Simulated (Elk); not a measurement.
Worked example: self-consistent single point of Rb (Im-3m, 1 atom in the cell) in Elk.

Method of the run: PBE, all-electron FP-LAPW, Elk's shipped species files, APW+lo basis with extra local orbitals run with Elk.

```
CELL_PARAMETERS angstrom
     -2.82500     2.82500     2.82500
      2.82500    -2.82500     2.82500
      2.82500     2.82500    -2.82500
ATOMIC_POSITIONS crystal
  Rb 0.00000 0.00000 0.00000
```

Reference input (self-consistent single point, DFT, PBE, all-electron FP-LAPW, Elk's shipped species files, APW+lo basis with extra local orbitals): xctype = 20; rgkmax = 8; stype = 3; swidth = 0.00183747 Ha; ngridk = 11 11 11; gmaxvr = 16 1/bohr; nxlo = 2; lorbcnd = true; lmaxi = 2. This run's input differs from it in these lines:

```diff
@@ -39,3 +39,3 @@
 ngridk
-  11 11 11
+  4 4 4
```

The program printed (abridged):

```
│ Self-consistent loop started │
│ Loop number : 1 │
 total energy                :     -2982.42171187
│ Loop number : 2 │
 total energy                :     -2982.42240506
RMS change in Kohn-Sham potential (target) :   0.1062744807     (  0.1000000000E-05)
Absolute change in total energy (target)   :   0.6931874227E-03 (  0.1000000000E-03)
│ Loop number : 3 │
 total energy                :     -2982.22220602
RMS change in Kohn-Sham potential (target) :   0.7446436107E-01 (  0.1000000000E-05)
Absolute change in total energy (target)   :   0.2000257441     (  0.1000000000E-03)
│ Loop number : 4 │
   [... lines left out ...]
Absolute change in total energy (target)   :   0.1905385888E-02 (  0.1000000000E-03)
│ Loop number : 11 │
 total energy                :     -2981.54418525
RMS change in Kohn-Sham potential (target) :   0.1438069742E-05 (  0.1000000000E-05)
Absolute change in total energy (target)   :   0.4111934859E-03 (  0.1000000000E-03)
│ Loop number : 12 │
 total energy                :     -2981.54420773
RMS change in Kohn-Sham potential (target) :   0.3524393674E-06 (  0.1000000000E-05)
Absolute change in total energy (target)   :   0.8031983043E-04 (  0.1000000000E-03)
Convergence targets achieved

│ Loop number : 13 │

Energies :
 Fermi                       :     0.435103799829E-01
 total energy                :     -2981.54421038

Density of states at Fermi energy :    102.1561366
 (states/Hartree/unit cell)

Estimated indirect band gap :   0.9270271934E-02
 from k-point      4 to k-point      3
Estimated direct band gap   :   0.5908818869E-01
 at k-point      4

Charges :
 core                        :    28.00000000
 valence                     :    9.000000000
 interstitial                :    1.626465821
 muffin-tins (core leakage)
  species :    1 (Rb)
   atom    1                 :    35.37353418     (  0.9289289870E-04)
 total in muffin-tins        :    35.37353418
 total calculated charge     :    37.00281778
 total charge                :    37.00000000
 error                       :   0.2817783714E-02

│ Self-consistent loop stopped │
```

The run converged in 13 iterations. The count includes the last loop, which Elk runs after its targets are met. Against the reference run the free energy rises by 52.9 meV/atom.

The starting cell has typed, rounded lattice constants, without a prior relaxation at this level. Values depend on the basis (sphere radii, cutoffs, local orbitals), which need not be converged. The log's line on a gap gives a spacing of levels on this mesh, which the program prints for metals too.
